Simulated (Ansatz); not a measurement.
Stishovite (SiO2), treated with revPBE in Ansatz (PAW).

Numerical settings: plane-wave cutoff 520 eV, 8×8×12 k mesh (along the axes of the cell as run), Fermi–Dirac smearing 0.01 eV, scalar-relativistic PAW data made under PBE.

Properties against volume:

Shape and atoms are relaxed at each volume.

```
V (Å³/atom)  P (GPa)  direct gap at Γ (eV)  c (Å)  a (Å)
-----------  -------  --------------------  -----  -----
7.846          11.17                 5.467  2.679  4.192
8.009           5.20                 5.159  2.689  4.227
8.173          -0.02                 4.875  2.697  4.264
8.336          -4.51                 4.617  2.704  4.301
8.500          -8.32                 4.387  2.708  4.339
```

A straight line through the gaps at Γ against ln V gives a volume deformation potential dE_g(Γ)/d ln V of -13.5 eV: the gap at Γ widens under compression.

Note: the bulk modulus comes from volumes at which shape and atoms were relaxed.

Ansatz is an electronic-structure program.
